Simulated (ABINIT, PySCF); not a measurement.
An ABINIT input for a self-consistent single point of Ca (Fm-3m, 1 atom in the cell) (DFT, PBEsol, plane waves, PAW (JTH v2.0 PBE PAW, files made for PBE)):

```
# Ca, JTH v2.0 PBE PAW
pp_dirpath "./"
pseudos "Ca.GGA_PBE-JTH.xml"
acell 3*1.0 Angstrom
rprim
        -0.0000000000    2.7900000000    2.7900000000
         2.7900000000    0.0000000000    2.7900000000
         2.7900000000    2.7900000000    0.0000000000
natom 1
ntypat 1
znucl 20
typat 1
xcart
         0.0000000000    0.0000000000    0.0000000000
      Angstrom
ecut 40 Ry
pawecutdg 80 Ry
pawxcdev 0
ixc -116133
occopt 7
tsmear 0.00734986
nband 10
kptopt 1
ngkpt 8 8 8
nshiftk 1
shiftk 0 0 0
nstep 80
toldfe 1.0e-09
prtwf 0
prtden 0
prtvol 1
enunit 2
```

Task: Give the PySCF input for the same structure, mesh, smearing and functional.

Result: One input that does it (others would too):

```python
import numpy as np
from pyscf.pbc import gto, scf, dft

cell = gto.Cell()
cell.a = np.array([[0, 2.79, 2.79],
              [2.79, 0, 2.79],
              [2.79, 2.79, 0]])
cell.atom = '''
Ca              0              0              0
'''
cell.unit = 'Angstrom'
cell.basis = 'gth-dzvp-molopt-sr'
cell.pseudo = 'gth-pbe'
cell.ke_cutoff = 110
cell.precision = 1e-06
cell.max_memory = 2000
cell.verbose = 4
cell.build()

kpts = cell.make_kpts([8, 8, 8])
mf = dft.KRKS(cell, kpts).multigrid_numint()
mf.xc = 'PBESOL'
mf.conv_tol = 1e-08
mf.max_cycle = 80
mf.diis_start_cycle = 3
mf.damp = 0.5
mf = scf.addons.smearing_(mf, sigma=0.00734986, method='gauss')
mf.kernel()

res = dict(e_tot=mf.e_tot, converged=mf.converged, nao=cell.nao, mesh=cell.mesh, nelectron=cell.nelectron)
res.update(e_free=mf.e_free, e_zero=mf.e_zero)
np.savez('results.npz', **res)
eps, occ = np.array(mf.mo_energy), np.array(mf.mo_occ)
nk = len(mf.kpts)
res.update(mo_energy=eps, mo_occ=occ)
print('electrons per cell = %.6f' % (occ.sum() / nk))
full = 1.0
print('highest filled level = %.6f Ha, lowest empty level = %.6f Ha' % (eps[occ > full].max(), eps[occ <= full].min()))
np.savez('results.npz', **res)
```

Basis settings and potentials, where a program has them, do not carry over. This input uses DFT PBESOL, Gaussian basis gth-dzvp-molopt-sr, GTH pseudopotentials gth-pbe, FFT density fitting with multigrid.

The starting cell has typed, rounded lattice constants, without a prior relaxation at this level.
